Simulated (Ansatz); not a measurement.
Structures of equal composition on the (111)A surface of 3C silicon carbide (Si plane on top): (√3x√3)R30° Ga adatom at H3; (√3x√3)R30° Ga adatom at T4. The slabs share one bottom face, and each structure is named by its start. These are constructed structures in small cells; real faces may alloy, dewet or reconstruct in larger ones, and not all known structures of the face are among them. Slabs of about 10 Å with all that they carry, Fermi-Dirac smearing of 0.025 eV. Bottom of the slabs: H caps. Relaxed from the named starts with such symmetry as they have, on meshes of like density; energies extrapolated to zero smearing; no spin-orbit coupling, no U. Spin-polarised runs, if any, are marked in brackets, and their order is one that fits the cell; the others ran without spin. Where a second, spin-polarised start was run, the lower counts.

Host crystal: 3C silicon carbide, with a band gap (PBE, scalar-relativistic without spin-orbit coupling).

Method: r2SCAN, at the PBE geometry (plane waves to 500 eV, PAW; Ansatz, an electronic-structure program).

**Question.** Rank these by energy per 1x1 cell (lowest first), as r2SCAN, at the PBE geometry gives it.

**Answer.** (√3x√3)R30° Ga adatom at T4 (0.000 eV, gap 1.95 eV on the mesh), (√3x√3)R30° Ga adatom at H3 (0.231 eV, gap 1.34 eV on the mesh)
